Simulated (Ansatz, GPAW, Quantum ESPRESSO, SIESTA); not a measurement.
## MnSnF6 (P1, 8 atoms in the cell) computed with different codes at matched settings

Self-consistent single point, at a second geometry (atoms moved at random). First geometry:

```xyz
8
Lattice="2.6959 1.5565 4.8603 -2.6959 1.5565 4.8603 0.0000 -3.1129 4.8603" Properties=species:S:1:pos:R:3 pbc="T T T"
Mn     0.0000     0.0000     7.2905
Sn     0.0000     0.0000     0.0000
F     -1.7331     0.2149     6.0390
F      1.7331    -0.2149     8.5419
F      0.6804    -1.6084     6.0390
F     -0.6804     1.6084     8.5419
F      1.0527     1.3935     6.0390
F     -1.0527    -1.3935     8.5419
```
Moments meant for the start (each program seeds them in its own way; μB, in the order of the atoms Mn Sn F F F F F F): 4.0 0.0 0.0 0.0 0.0 0.0 0.0 0.0.

Second geometry:
```yaml
crystal:
  lattice:
    - [2.69588, 1.55647, 4.86032]
    - [-2.69588, 1.55647, 4.86032]
    - [0.00000, -3.11294, 4.86032]
  atoms:
    - { symbol: Mn, position: [0.48417, 0.50783, 0.50592], spin: 4.0 }
    - { symbol: Sn, position: [0.00024, 0.00387, 0.00432] }
    - { symbol: F, position: [0.12035, 0.77099, 0.35185] }
    - { symbol: F, position: [0.88279, 0.24194, 0.63183] }
    - { symbol: F, position: [0.36408, 0.11200, 0.76503] }
    - { symbol: F, position: [0.64429, 0.87035, 0.24125] }
    - { symbol: F, position: [0.76551, 0.36302, 0.12305] }
    - { symbol: F, position: [0.23857, 0.62999, 0.87674] }
```
(The spins are starting values, not results.)

Shared settings, as Ansatz (a program for electronic structure) writes them: kpoints.mp_grid.grid = 3 3 3; scf.occupations.method = fermi_dirac; scf.occupations.width = 0.01 eV. Potentials and cutoffs stand in the table.

```json
[
 {"code": "Quantum ESPRESSO", "model": "PBEsol, PseudoDojo standard norm-conserving (PBESOL) pseudopotentials", "ΔF from the first geometry (meV/atom)": "6.3", "pressure (GPa)": "-4.52", "largest force (eV/Å)": "1.847", "gap on the mesh (eV)": "1.073", "size of the net moment (μB/atom)": "0.62", "cutoff": "100 Ry"},
 {"code": "GPAW", "model": "PBEsol, GPAW PAW datasets PBEsol (made by gpaw-setup)", "ΔF from the first geometry (meV/atom)": "6.2", "pressure (GPa)": "–", "largest force (eV/Å)": "1.794", "gap on the mesh (eV)": "0.886", "size of the net moment (μB/atom)": "0.63", "cutoff": "950 eV"},
 {"code": "SIESTA", "model": "GGA PBEsol, numerical atomic orbitals TZP, PseudoDojo PBEsol standard norm-conserving potentials (rewritten from UPF to PSML)", "ΔF from the first geometry (meV/atom)": "8.0", "pressure (GPa)": "-6.66", "largest force (eV/Å)": "2.050", "gap on the mesh (eV)": "1.165", "size of the net moment (μB/atom)": "0.62", "cutoff": "grid 350 Ry"},
 {"code": "Ansatz", "model": "PBEsol, PAW files made with PBE", "ΔF from the first geometry (meV/atom)": "6.2", "pressure (GPa)": "-4.83", "largest force (eV/Å)": "1.820", "gap on the mesh (eV)": "0.992", "size of the net moment (μB/atom)": "0.62", "cutoff": "default"}
]
```

Size of the force on each atom (eV/Å): Sizes of forces hide their directions.

```tsv
code	Mn1	Sn2	F3	F4	F5	F6	F7	F8
Quantum ESPRESSO	0.474	1.847	0.760	0.771	0.346	0.391	0.279	0.888
GPAW	0.507	1.794	0.597	0.839	0.275	0.502	0.287	1.007
SIESTA	0.486	2.050	1.103	0.621	0.535	0.196	0.365	0.724
Ansatz	0.473	1.820	0.735	0.772	0.336	0.396	0.277	0.886
```

A dash marks a value that a program does not give, or that is left out as unsure.

Gaps are read on the mesh.

On Ansatz's run: with one magnetic atom in the cell only a parallel order is possible.

The spread over the programs that give each value: ΔF from the first geometry within 1.8 meV/atom; pressure within 2.14 GPa; largest force within 0.256 eV/Å; gap on the mesh within 0.279 eV; size of the net moment within 0.01 μB/atom.

SIESTA uses small atom-centred bases, whose incompleteness enters pressures, forces and empty levels differently from a plane-wave cutoff. Ansatz's pressure is given at a fixed set of plane waves, as the other plane-wave codes print theirs; with its correction for the finite basis it is -4.44 GPa (the shift of 0.40 GPa shows how far the cutoff is from converged). The pressure of GPAW is left out: its cutoff lies under the one at which its stress was checked. In the pressure, SIESTA (by 1.99) lies more than 1 GPa from the median of the plane-wave programs. In the gap, SIESTA (by 0.172) lies more than 0.12 eV from the median of the plane-wave programs. In the force vectors, GPAW (by 0.146) and SIESTA (by 0.378) lie more than 0.08 eV/Å from the median of the plane-wave programs.

The starting cell comes from a database of computed structures (which also holds hypothetical and non-ambient phases and stackings), without a prior relaxation at this level. Its lattice was rescaled by a random factor within 2.5 % of one. For this run, on top of that: atoms moved at random.

Left out of this page: CP2K (unsound by tests on forces, stress, charge or solver warnings).

Keys are those of Ansatz 0.2.
